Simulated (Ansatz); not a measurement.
Input:

End structure of a constructed model of the (0001) surface of hcp Ru, p(2x2) surface alloy, Pd on one Ru site of the top plane (bottom of the slab: a bare face, its two planes held):

```yaml
crystal:
  lattice:
    - [5.44280, 0.00000, 0.00000]
    - [-2.72140, 4.71360, 0.00000]
    - [0.00000, 0.00000, 27.00000]
  atoms:
    - { symbol: Ru, position: [0.33333, 0.16667, 0.30144] }
    - { symbol: Ru, position: [0.33333, 0.66667, 0.30144] }
    - { symbol: Ru, position: [0.83333, 0.16667, 0.30144] }
    - { symbol: Ru, position: [0.83333, 0.66667, 0.30144] }
    - { symbol: Ru, position: [0.16667, 0.33333, 0.38094] }
    - { symbol: Ru, position: [0.16667, 0.83333, 0.38094] }
    - { symbol: Ru, position: [0.66667, 0.33333, 0.38094] }
    - { symbol: Ru, position: [0.66667, 0.83333, 0.38094] }
    - { symbol: Ru, position: [0.33313, 0.16687, 0.45993] }
    - { symbol: Ru, position: [0.33313, 0.66625, 0.45993] }
    - { symbol: Ru, position: [0.83375, 0.16687, 0.45993] }
    - { symbol: Ru, position: [0.83333, 0.66667, 0.46101] }
    - { symbol: Ru, position: [0.16667, 0.33333, 0.54032] }
    - { symbol: Ru, position: [0.16846, 0.83423, 0.54028] }
    - { symbol: Ru, position: [0.66577, 0.33154, 0.54028] }
    - { symbol: Ru, position: [0.66577, 0.83423, 0.54028] }
    - { symbol: Ru, position: [0.33169, 0.16831, 0.61925] }
    - { symbol: Ru, position: [0.33169, 0.66337, 0.61925] }
    - { symbol: Ru, position: [0.83663, 0.16831, 0.61925] }
    - { symbol: Ru, position: [0.83333, 0.66667, 0.61976] }
    - { symbol: Pd, position: [0.16667, 0.33333, 0.70293] }
    - { symbol: Ru, position: [0.16829, 0.83415, 0.69592] }
    - { symbol: Ru, position: [0.66585, 0.33171, 0.69592] }
    - { symbol: Ru, position: [0.66585, 0.83415, 0.69592] }
```

Set-up: 24 atoms, 10.7 Å thick at the start; mesh 8x8x1; 0.1 eV smearing; dipole correction on; 8 atoms held, the rest relaxed; symmetry of the start imposed; no spin, no spin-orbit, no U. It is one candidate, not shown to be the stable structure of the face.

Question: Give the work function of the top face at the level Ansatz (a first-principles code) with PBE.

Answer: 4.98 eV
